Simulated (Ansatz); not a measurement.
Sc on the 1x1 (110) surface of bcc Mo, one in a 2x2 cell, energies for each (28.3 Å²). Energies are against an atom of hcp Sc, without zero-point or thermal terms; each row is named by its start.

Computed with PBE (plane waves to 420 eV, PAW; Ansatz, an electronic-structure program).

Model: 17-atom slab, 6.5 Å thick at the start under the adsorbate (thin: gaps and levels are the slab's own), 6x6x1 mesh, Fermi-Dirac 0.1 eV, dipole correction, 8 atoms held, the rest relaxed; each run with such symmetry as its start has; no spin, no spin-orbit, no U, no dispersion correction.

A negative adsorption energy means that the adsorbate is more stable on the surface than in its reference. Starts that drift may end in the same place. Heights count from the host atoms within 0.3 Å of the top one.

```csv
starting site,E_ads (eV),height (Å),nearest host atom (Å),bonded to,Δ work function (eV),lateral drift (Å)
top Mo,0.01,2.18,Mo 2.34,5 Mo,-1.92,0.0
hollow Mo-Mo-Mo,-0.35,2.12,Mo 2.69,4 Mo,-2.13,0.6
bridge Mo-Mo (span 2.7 Å),-0.14,2.15,Mo 2.62,4 Mo,-2.05,0.0
bridge Mo-Mo (span 3.2 Å),-0.35,2.12,Mo 2.69,4 Mo,-2.13,0.0
```
